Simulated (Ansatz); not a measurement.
The starting structures come from a database of crystals and need not be the phases stable at ambient conditions.

Here is the system:

```xyz
16
Lattice="5.7946 0.0000 0.0000 -2.8973 6.5065 0.0000 2.8973 0.0000 11.1791" Properties=species:S:1:pos:R:3 pbc="T T T"
K      1.4487     3.2533     1.5535
K      1.4487     3.2533     9.6257
K      5.7946     0.0000     4.0361
K      2.8973     0.0000     7.1430
V      0.0000     0.0000     0.0000
V      1.4487     3.2533     5.5896
Ag     2.8973     0.0000     0.0000
Ag     4.3460     3.2533     5.5896
S     -1.7178     5.2009     1.2764
S      4.6151     1.3056     1.2764
S      4.0768     1.3056     9.9027
S      4.6151     5.2009     9.9027
S      0.2692     4.5589     4.3131
S      2.6282     1.9477     4.3131
S      6.0638     1.9477     6.8660
S      2.6282     4.5589     6.8660
```

Space group of this cell: Fddd. The cell is taken as given.

Transport runs along the normal of the first two printed cell vectors.

No gap correction and no spin-orbit coupling; mid-gap values are interpolated between computed energies.

Task: State the band gap and the smallest decay constant κ at mid-gap according to r2SCAN (Ansatz, a first-principles code).

Result: Gap 1.55 eV on a 6×6×6 mesh; κ = 0.416 1/Å, at the zone centre.
